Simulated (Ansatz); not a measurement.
Consider Ca₃SbN in the anti-perovskite structure (space group Pm-3m, No. 221; a = 4.803 Å; a cell from a computed database, its experimental status unchecked).

Levels (all Ansatz, an electronic-structure program, PAW): PBEsol (420 eV, spin-orbit coupling left out); HSE06 (420 eV, no spin-orbit coupling).

The geometry is relaxed with PBEsol.

| Property | Result |
|---|---|
| PBEsol lowest conduction level above the VBM at special points | Γ 0.33 eV; X 1.41 eV; R 2.04 eV |

With HSE06 at the same geometry, the lowest conduction level above the VBM at special points changes from Γ 0.33 eV; X 1.41 eV; R 2.04 eV to Γ 1.07 eV; X 2.19 eV; R 2.94 eV.

Single points use the geometry relaxed with PBEsol. The levels and masses belong to the bands next to the band gap. Whether these cells are dynamically stable was not tested.
